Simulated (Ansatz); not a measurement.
## GaSb, pressure series

Base system: GaSb in the zinc blende structure (space group F-43m, No. 216).

```xyz
2
Lattice="0.0000 3.0662 3.0662 3.0662 0.0000 3.0662 3.0662 3.0662 0.0000" Properties=species:S:1:pos:R:3 pbc="T T T"
Sb     4.5993     4.5993     4.5993
Ga     0.0000     0.0000     0.0000
```

Cell and atoms are relaxed at each pressure.

Method: Ansatz (a first-principles code) r2SCAN, without spin-orbit coupling.

```csv
pressure (GPa),volume per atom (Å³/atom)
-1,29.410
0,28.828
1.8,27.944
4.2,26.959
9,25.426
18,23.414
30,21.594
45,?
60,18.828
```

Task: Fit the third-order Birch–Murnaghan form P(V) = (3B₀/2)[(V₀/V)^(7/3) − (V₀/V)^(5/3)]·[1 + (3/4)(B₀′ − 4)((V₀/V)^(2/3) − 1)] (squares taken in P) to the rows shown and predict the withheld row.

Result: Least squares on the printed values gives V₀ = 28.823 Å³/atom, B₀ = 54.8 GPa, B₀′ = 4.4; this predicts 19.998 Å³/atom, and the run gives 20.005 Å³/atom, 0.007 higher.

Measured bulk modulus of GaSb: 57 GPa (temperature not stated; as listed in Cormac Toher et al., Physical Review Materials (2017)); the computed value is for a static lattice, so the two differ by thermal effects too.

Load acts through the strain it causes; cell and atoms are relaxed under it. No phonon test of stability was made. Tetrahedral semiconductors of this kind turn to denser phases somewhere between about 1 and 50 GPa; those were not computed, so compressed cells here can lie past the real transition.
